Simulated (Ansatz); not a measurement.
The starting structures come from a database of crystals and need not be the phases stable at ambient conditions.

Input:

```xyz
14
Lattice="10.7360 0.0000 0.0000 -5.3680 9.2976 0.0000 5.3680 3.0992 2.1915" Properties=species:S:1:pos:R:3 pbc="T T T"
Na     0.0000     0.0000     0.0000
Sr     8.0520     1.5496     1.0957
Sr     2.6840     1.5496     1.0957
Sr     5.3680     6.1984     1.0957
Sr     0.0000     6.1984     1.0957
B      5.3680     0.0000     0.0000
B      2.6840     4.6488     0.0000
B     -2.6840     4.6488     0.0000
N      3.6370     4.0986     0.7781
N      7.0990     8.2983     1.4133
N      5.3680     1.1005     0.7781
N     10.7360     1.9987     1.4133
N      7.0990     4.0986     0.7781
N      3.6370     8.2983     1.4133
```

Space group of this cell: Im-3m. The cell is taken as given; by r2SCAN its mean pressure is -2.1 GPa.

Transport runs along the normal of the first two printed cell vectors, the (111) plane of the conventional cell.

The gap is the functional's own. No spin-orbit coupling. Mid-gap values are interpolated on the energy grid.

Question: Compute, with r2SCAN run with Ansatz (a program for electronic structure), the band gap and the smallest decay constant κ at mid-gap.

Answer: Gap 2.42 eV on a 14×14×14 mesh; κ = 0.298 1/Å, at the zone centre.
